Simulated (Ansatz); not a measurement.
GaSb (model structure, within 0.1 Å of P6₂22, No. 180, 6 atoms in the cell): properties by level of theory

| level (code) | equilibrium volume per atom (Å³/atom) | formation enthalpy (eV/atom) |
|---|---|---|
| PBE (Ansatz) | 27.05 | … |
| PBEsol (Ansatz) | 25.65 | -0.009 |
| PBE-D3(BJ) (Ansatz) | 25.89 | -0.006 |

### Question
What belongs in the gaps?

### Answer

- PBE (Ansatz, an electronic-structure program), formation enthalpy (eV/atom): -0.023

Ansatz's density-functional and Hartree–Fock values are scalar-relativistic unless marked +SOC, with PAW data made under PBE.

The computed numbers hold no vibrational or temperature effects.

A model structure was made by putting elements into a prototype or built by hand; it is no filed structure, need not be a known phase, and can be a saddle point held by its symmetry.
